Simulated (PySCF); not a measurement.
PySCF 2.14.0, MP2 (frozen core)/cc-pvdz: Si(Cl)(NH2)(NMe2)2 (CN(C)[Si](N)(Cl)N(C)C), 23 atoms. The geometry is a generated start, not checked to be a minimum at this level.

```json
{
 "task": "mp2",
 "basis": "cc-pvdz",
 "two_electron_scheme": "exact four-centre integrals",
 "frozen_core": "true",
 "mf.init_guess": "minao (default)",
 "mf.DIIS": "CDIIS (default)",
 "mf.diis_space": "8 (default)",
 "mf.conv_tol": "1e-09 (default)",
 "basis functions (reference run)": "204"
}
```

On 4 threads, 1 BLAS thread. Build: conda-forge: OpenMP (GNU), OpenBLAS with its own threads, libcint, Libxc. Single runs; times are not shown.

Values of mol.max_memory tried: 8000 MB, 4000 MB, 2000 MB, 1000 MB, 500 MB, 300 MB, 200 MB.

Task: What happens as the memory setting falls?

Result: It runs down to 200 MB, the lowest tried, with the same result. At 8000 MB: SCF integrals in memory, transformation in memory. From 2000 MB down: SCF integrals in memory, transformation through a file. From 1000 MB down: direct SCF, transformation through a file.

```json
[
 {"mol.max_memory": "8000 MB", "path": "SCF integrals in memory, transformation in memory", "peak memory": "2.6 GiB"},
 {"mol.max_memory": "4000 MB", "path": "SCF integrals in memory, transformation in memory", "peak memory": "2.6 GiB"},
 {"mol.max_memory": "2000 MB", "path": "SCF integrals in memory, transformation through a file", "peak memory": "3.4 GiB"},
 {"mol.max_memory": "1000 MB", "path": "direct SCF, transformation through a file", "peak memory": "1.8 GiB"},
 {"mol.max_memory": "500 MB", "path": "direct SCF, transformation through a file", "peak memory": "1.8 GiB"},
 {"mol.max_memory": "300 MB", "path": "direct SCF, transformation through a file", "peak memory": "1.8 GiB"},
 {"mol.max_memory": "200 MB", "path": "direct SCF, transformation through a file", "peak memory": "1.8 GiB"}
]
```

Peak memory is the kernel's count for the largest process, libraries included and scratch files not. The peak passes the setting at 2000 MB, 1000 MB, 500 MB, 300 MB, 200 MB: it is no hard cap. MP2's transformation through a file may take 2000 MB even at lower settings.
